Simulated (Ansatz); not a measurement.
The reference is GaP in the zinc blende structure (space group F-43m, No. 216).

```yaml
crystal:
  lattice:
    - [0.00000, 2.69570, 2.69570]
    - [2.69570, 0.00000, 2.69570]
    - [2.69570, 2.69570, 0.00000]
  atoms:
    - { symbol: Ga, position: [0.00000, 0.00000, 0.00000] }
    - { symbol: P, position: [0.25000, 0.25000, 0.25000] }
```

Cartesian axes are those of the cell as printed.

The values are results of LDA (Ansatz, a quantum-chemistry and plane-wave program), no spin-orbit coupling, not measurements.

Base values:

The band gap is 1.38 eV.

The change: biaxial strain −0.50 %, plane normal [001], relaxed out of plane (Cartesian); in-plane vectors clamped, the third vector and the atoms free.

Predict the new out-of-plane strain.

The out-of-plane strain comes out as +0.44 %.

What does the calculation give for the band gap after the change?

The band gap decreases by 0.056 eV to 1.33 eV.

How does this affect the in-plane stress?

The mean in-plane stress (compression positive) is +0.8 GPa.

Stability against distortions was not tested.
